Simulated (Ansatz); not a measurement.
Effect of pressure 100 GPa on Nb

The reference is Nb in the bcc (W type) structure (space group Im-3m, No. 229; a = 3.303 Å).

It is then changed as follows: a hydrostatic pressure of 100 GPa.

All numbers come from r2SCAN (Ansatz, a program for electronic structure; PAW; 500 eV plane waves; no spin-orbit coupling). Settings: 20×20×20 k-points, 0.05 eV Fermi–Dirac smearing.

```tsv
quantity	base	changed	shift
volume per atom	18.01 Å³	12.99 Å³	-5.02 Å³
density	8.56 g/cm³	11.87 g/cm³	+3.31 g/cm³
lattice parameter a	3.303 Å	2.962 Å	-0.341 Å
shortest interatomic distance	2.860 Å	2.565 Å	-0.295 Å
enthalpy H = E + PV relative to the base's energy	–	+9.35 eV/atom	–
band gap	zero	zero	–
```

Load acts through the strain it causes; cell and atoms are relaxed under it. Stability against distortions was not tested. Competing high-pressure phases were not computed. All final runs are without spin polarisation.
